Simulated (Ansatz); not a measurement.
Nb₂CS (P6_3/mmc), PBEsol, DFPT electron-phonon coupling, linearised Boltzmann equation (Ansatz, an electronic-structure program): phonon-limited resistivity 62.5 μΩ·cm at 300 K along z (a = (3.27, 0.00, 0.00) Å; b = (-1.63, 2.83, 0.00) Å; c = (0.00, 0.00, 11.56) Å), Drude plasma energy 3.26 eV.

Q: What Drude relaxation time do resistivity and plasma energy imply?

A: ω_p = 4.95e15 s⁻¹, so τ = 1/(ε₀ ω_p² ρ) = 7.37 fs, a damping ħ/τ of 89.4 meV.

Q: What is the classical skin depth at 100 GHz (nonmagnetic, μ₀ = 1.257×10⁻⁶ H/m)?

A: δ = √(ρ/(π f μ₀)) = 1260 nm.

A metal at this level (no band gap). Only scattering by harmonic phonons is included (no impurities, grain boundaries, electron-electron scattering or thermal expansion). Spin-orbit coupling is left out. Halving the electron mesh (28x28x8) moves the resistivity by up to 8 % at 300 K. Smearing 0.20 eV; phonons on a 5x5x2 q mesh, which this run doesn't test.

Computed structure with no diffraction record at hand here (it may be known, metastable or hypothetical): Nb2CS (P6_3/mmc).
